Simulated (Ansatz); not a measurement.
Given:

```
PtGe
1.0
    5.75644     0.00000     0.00000
    0.00000     3.71688     0.00000
    0.00000     0.00000     6.10909
Pt Ge
4 4
Direct
  0.00108   0.25000   0.19090
  0.50108   0.25000   0.30910
  0.99892   0.75000   0.80910
  0.49892   0.75000   0.69090
  0.18412   0.25000   0.58820
  0.68412   0.25000   0.91180
  0.81588   0.75000   0.41180
  0.31588   0.75000   0.08820
```

No spin polarisation.

All numbers come from plane-wave PAW DFT at the PBE level (Ansatz, a first-principles code, 420 eV), spin-orbit coupling left out. Settings: 8×12×8 k-points, 0.05 eV Fermi–Dirac smearing.

**Question.** Predict the band gap, pressure and space group.

**Answer.** 
- Band gap: zero
- Pressure (mean of the normal stresses, compression positive): 5.0 GPa
- Space group: Pnma (No. 62)

The cells carry an imposed strain or load. No phonon test of stability was made. All final runs are without spin polarisation. The cell was made from PtGe (space group Pnma, No. 62) by this change: isotropic strain −1.07 %.
